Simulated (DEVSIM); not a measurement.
Device: Mo/HfO2/SiO2/n-Si capacitor, at 300 K.

| layer (left to right) | material | thickness (nm) | Nd (cm⁻³) |
|---|---|---|---|
| 1 | HfO2 | 4.60 | - |
| 2 | SiO2 | 0.600 | - |
| 3 | Si | 910 | 4e17 |

Metal gate on the left, work function 4.6 eV. Fixed charge at the semiconductor interface 1.2e12 cm⁻² (in units of +e); interface traps 2.4e12 cm⁻² eV⁻¹, uniform in energy, neutral level at 0.5 of the gap above the valence band.

This is a model device: material constants are rounded textbook-type values typed into the input, and sizes, dopings and lifetimes were drawn at random. Values at 300 K.

```csv
parameter,HfO2,SiO2,Si
gap (eV),5.7,9,1.124
affinity (eV),2.5,0.9,4.05
permittivity,22,3.9,11.7
Nc (cm⁻³),-,-,2.86e19
Nv (cm⁻³),-,-,3.1e19
```

Simulated with DEVSIM: 1D Poisson equation in equilibrium, Boltzmann statistics, complete ionisation; no quantum confinement or tunnelling. Metal contacts follow the ideal Schottky-Mott rule: no Fermi-level pinning, no interface dipoles.

The interface trap density was swept, all else fixed.

```tsv
interface trap density (cm^-2 eV^-1)	flat-band voltage (V)	threshold voltage (band bending 2φF) (V)	minimum of the low-frequency capacitance (μF/cm²)
0	0.36	-0.68	0.197
1e10	0.36	-0.68	0.199
1e11	0.36	-0.69	0.210
3e11	0.37	-0.69	0.236
1e12	0.39	-0.71	0.322
2e12	0.42	-0.74	0.436
2.4e12	0.43	-0.75	0.479
```

From the first row to the last the flat-band voltage goes from 0.36 to 0.43. From the first row to the last the threshold voltage (band bending 2φF) goes from -0.68 to -0.75.
